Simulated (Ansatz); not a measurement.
Candidates (primitive cells; geometry: cell and atoms relaxed with PBEsol):
A. GaP (F-43m), a = b = c = 3.8459 Å, α = β = γ = 60.00°
B. InP (F-43m), a = 4.157 Å, b = 4.157 Å, c = 4.157 Å, α = 60.00°, β = 60.00°, γ = 60.00°
C. ZnS (F-43m), a = b = c = 3.7877 Å, α = β = γ = 60.00°
D. AlAs (F-43m), a = b = c = 4.0126 Å, α = β = γ = 60.00°
E. ZnSe (F-43m), a = 3.9835 Å, b = 3.9835 Å, c = 3.9835 Å, α = 60.00°, β = 60.00°, γ = 60.00°

Task: Order them by Seebeck coefficient, n-type 1e19 cm⁻³ (highest first) at the level PBEsol, rigid bands run with Ansatz (a quantum-chemistry and plane-wave program).

Result: B (-43 μV/K), E (-65 μV/K), C (-104 μV/K), D (-263 μV/K), A (-332 μV/K)

Seebeck coefficients are for the stated density at 300 K, with one relaxation time for all states and whether or not that doping can be reached. Spin-orbit coupling is left out.
